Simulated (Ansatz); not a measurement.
Consider this model of amorphous Al$_{20}$Te$_{30}$.

```xyz
50
Lattice="11.6999 0.0000 0.0000 0.0000 11.6999 0.0000 0.0000 0.0000 11.6999" Properties=species:S:1:pos:R:3 pbc="T T T"
Al     3.2545     7.0298    10.5736
Al     9.8661     6.4822     4.2545
Al     6.9660     6.2389     7.9401
Al     5.3442     9.7334    11.2233
Al     1.7076     3.4443     4.0739
Al     9.1384    10.5357     7.9013
Al     5.7964     1.1444     0.6570
Al     1.8803     2.0416     0.9251
Al     4.1802     3.5822     6.5666
Al    10.2549     7.0518    10.0389
Al    10.4832     2.8471     2.3628
Al     4.4405     0.2663     5.5751
Al     7.1116     1.9331     6.7471
Al     8.2451     8.4930     1.3525
Al     1.3223     6.5406     6.9692
Al     7.9749     9.6080     5.2133
Al     0.0695     8.8595     1.4652
Al     9.5995     0.1364    11.4172
Al     1.9494    10.2175     0.2373
Al     1.6458     5.3650     2.3978
Te     6.9953    11.5734    10.3579
Te     0.6952     1.0979     3.1661
Te     1.0218     6.0703     9.5809
Te     4.6620     5.4648     8.9053
Te     2.6354    10.1413     5.1854
Te     6.9563     0.2549     4.5524
Te     0.2520     4.0789     0.5227
Te     6.6029     4.4948     5.8547
Te    10.6234     9.6251     9.8430
Te    10.5476    10.0241     5.6880
Te     9.1443     5.0686     8.7762
Te    10.1364     6.7597     0.9189
Te     4.1853     2.4109     4.0415
Te     3.2026     9.5198     9.6678
Te     1.5189     3.8690     6.6672
Te    10.0617     3.9409     4.6638
Te     3.5460     6.8985     1.4375
Te     0.5660     7.4634     3.7288
Te     7.4242     7.5168     3.7092
Te     9.3553     1.4490     7.9840
Te     9.6827    10.5735     2.0589
Te    10.3525     7.3141     6.8419
Te     4.1528     3.0853     0.2171
Te     4.7826     1.3859     7.9906
Te     6.7295     7.5536    11.2019
Te     3.5893     7.7566     6.4268
Te     0.6583     0.6453    10.7807
Te     4.3441    10.7852     1.7444
Te     8.4126     2.3888     0.7880
Te     6.8935     8.9798     7.5504
```

Method: PBE-D3(BJ), scalar-relativistic without spin-orbit coupling, PAW (Ansatz default set, large-core Te) (plane waves to 420 eV; Ansatz, a first-principles code).

The cell was made by melting and quenching with the CHGNet potential and then relaxed with DFT. The hot cell started wider than the set density and was brought back towards it in steps. It is the lowest in DFT energy of 2 quenches. It is a model cell: composition and starting density were chosen by hand, and all elements were melted together. The geometry includes D3(BJ) dispersion. Its density started from a set value of 4.79 and ended at 4.53 g/cm³. Cooling (nominally 83 K/ps over its main leg) ran many orders faster than in experiment, which tends to leave more defects and strain. A cell of this size samples the disorder only roughly. The volume was free in the relaxation, at fixed shape. Stress components on the final sampling reach 1.4 GPa. Cycles of charging lowered its energy after that relaxation.

Bonds are counted up to Al-Al 2.90 Å, Al-Te 3.08 Å, Te-Te 3.31 Å.

Q: Give the coordination numbers, mean bond lengths and angles.

A: 
```
Property                                               Result
-----------------------  ------------------------------------
Mean coordination of Al            4.10 (18 with 4, 2 with 5)
Mean coordination of Te  2.87 (7 with 2, 20 with 3, 3 with 4)
Mean Al-Te bond          2.685 Å (spread 0.086 Å, 78 counted)
Mean Te-Te bond           3.067 Å (spread 0.170 Å, 4 counted)
Mean Al-Al bond           2.587 Å (spread 0.037 Å, 2 counted)
Bond angle at Al                    mean 108.3°, spread 16.4°
Bond angle at Te                     mean 97.3°, spread 19.7°
```

Q: Which atoms depart from the most common coordination of their element?

A: Al9 has 5 (Te35 2.68 Å, Te28 2.68 Å, Te44 2.69 Å, Te33 2.78 Å, Te24 3.04 Å); Al18 has 5 (Te41 2.66 Å, Te49 2.76 Å, Te21 2.82 Å, Te47 2.88 Å, Te29 2.90 Å); Te25 has 2 (Al12 2.60 Å, Te46 2.85 Å); Te27 has 4 (Al8 2.64 Å, Al11 2.66 Å, Al20 2.67 Å, Te32 3.26 Å; Te23 at 3.40 Å just beyond); Te32 has 4 (Al10 2.60 Å, Al14 2.60 Å, Al17 2.72 Å, Te27 3.26 Å); Te36 has 2 (Al2 2.58 Å, Al11 2.58 Å); Te37 has 2 (Al1 2.58 Å, Al20 2.62 Å); Te40 has 2 (Al13 2.61 Å, Al6 2.62 Å); Te42 has 4 (Al2 2.76 Å, Al15 2.78 Å, Te30 2.95 Å, Te31 3.20 Å); Te43 has 2 (Al7 2.58 Å, Al8 2.60 Å); Te45 has 2 (Al14 2.57 Å, Al4 2.58 Å); Te46 has 2 (Al15 2.63 Å, Te25 2.85 Å).
